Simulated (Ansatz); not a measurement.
The starting structures come from a database of crystals and need not be the phases stable at ambient conditions.

Tunnelling through a barrier is set by its complex band structure: the current falls as exp(−2κd) with the smallest κ.

Given:

```xyz
16
Lattice="3.9957 0.0000 0.0000 0.0000 13.2176 0.0000 0.0000 0.0000 6.7815" Properties=species:S:1:pos:R:3 pbc="T T T"
Sc     2.8944     8.3323     4.8676
Sc     3.0993     1.7236     1.9139
Sc     0.8965     4.8852     5.3046
Sc     1.1014    11.4940     1.4769
Ag     1.9363    11.6404     4.8333
Ag     0.0615     5.0317     1.9482
Ag     3.9342     1.5771     5.3389
Ag     2.0594     8.1859     1.4426
Se     0.8924     9.5895     6.2532
Se     1.1054     2.9807     0.5283
Se     2.8903     3.6281     3.9190
Se     3.1033    10.2369     2.8625
Se     0.9149     7.0107     3.5869
Se     1.0829     0.4019     3.1945
Se     2.9128     6.2068     6.5853
Se     3.0808    12.8156     0.1962
```

Space group of this cell: P2_12_12_1. The cell is taken as given.

Transport runs along the normal of the first two printed cell vectors.

No gap correction and no spin-orbit coupling; mid-gap values are interpolated between computed energies.

Question: State the band gap and the smallest decay constant κ at mid-gap according to r2SCAN (Ansatz, a first-principles code).

Answer: Gap 1.09 eV on a 8×4×6 mesh; κ = 0.178 1/Å, at the zone centre.
